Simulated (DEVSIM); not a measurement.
Device: Schottky contact on p-type Si, at 300 K.

| layer (left to right) | material | thickness (μm) | Na (cm⁻³) | τn (s) | τp (s) |
|---|---|---|---|---|---|
| 1 | Si | 0.690 | 9.8e16 | 1.3e-6 | 1.3e-6 |
| 2 | Si | 4.80 | 7.6e17 | 1.3e-6 | 1.3e-6 |

Left contact: Schottky, work function 4.384 eV, emission velocity 2.1e6 cm/s. Right contact: ohmic. Voltage is applied to the left contact. Recombination: SRH at mid-gap, radiative, Auger. Gap narrowing is on: ΔEg = 6.92 meV × (l + √(l² + 0.5)), l = ln(N/1.3e17 cm⁻³), shared equally by both band edges. Mobility is μmin + (μ − μmin)/(1 + (N/Nref)^α).

Constants are typed, rounded textbook-type inputs, not results; the design itself was drawn at random and stands for no fabricated device. Values at 300 K.

| parameter | Si |
|---|---|
| gap (eV) | 1.124 |
| affinity (eV) | 4.05 |
| permittivity | 11.7 |
| Nc (cm⁻³) | 2.86e19 |
| Nv (cm⁻³) | 3.1e19 |
| μn (cm²/Vs) | 1417 |
| μp (cm²/Vs) | 470 |
| μn,min | 52 |
| μp,min | 45 |
| Nref,n | 9.7e16 |
| Nref,p | 2.2e17 |
| αn | 0.68 |
| αp | 0.72 |
| B (cm³/s) | 4.7e-15 |
| Cn (cm⁶/s) | 2.8e-31 |
| Cp (cm⁶/s) | 9.9e-32 |

Model (solved in DEVSIM): 1D drift-diffusion, Boltzmann statistics, complete ionisation; no tunnelling, impact ionisation, image-force lowering or self-heating. Metal contacts follow the ideal Schottky-Mott rule: no Fermi-level pinning, no interface dipoles.

Base results: dark forward voltage at 100 A/cm² (V) 0.497; dark forward voltage at 1 A/cm² (V) 0.373; potential step across the device at zero bias (V) 0.681.

### Question
What follows from this one change: metal work function 4.384 → 4.234 eV?

### Answer
dark forward voltage at 100 A/cm² 0.497 → 0.647 V; dark forward voltage at 1 A/cm² 0.373 → 0.523 V; potential step across the device at zero bias 0.681 → 0.831 V.

### Question
What follows from this one change: doping Na of layer 2 7.6e+17 → 2.3e+18 cm^-3?

### Answer
dark forward voltage at 100 A/cm² little changed (0.495 V); dark forward voltage at 1 A/cm² little changed (0.373 V); potential step across the device at zero bias 0.681 → 0.703 V.
